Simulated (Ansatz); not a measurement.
Base system: BP in the zinc blende structure (space group F-43m, No. 216; a = 4.491 Å). Axes: x, y, z lie along the cube axes.

Method: Ansatz (a quantum-chemistry and plane-wave program) LDA, no SOC.

Base values:

```
Quantity                             Value
---------------------  -------------------
Valence-band top at Γ  0.00, 0.00, 0.00 eV
Volume per atom                   11.32 Å³
```

The change: tensile biaxial strain of 2.00 % in the plane normal to [001], as in epitaxy on a mismatched substrate; the out-of-plane cell vector and the atoms relax.

What does the calculation give for the valence-band top at Γ after the change?

The valence-band top at Γ (three highest levels, from the VBM) changes from 0.00, 0.00, 0.00 eV to 0.00, -0.28, -0.28 eV.

Estimate the effect on the volume per atom.

The volume per atom rises by 0.346 Å³, from 11.32 Å³ to 11.66 Å³.

How does this affect the hole mass?

The hole mass comes out as 0.36 mₑ out of plane, 0.24 mₑ in plane (at Γ).

The levels and masses belong to the bands next to the band gap. Effective masses come from finite differences of ±0.01 Å⁻¹. Whether these cells are dynamically stable was not tested.
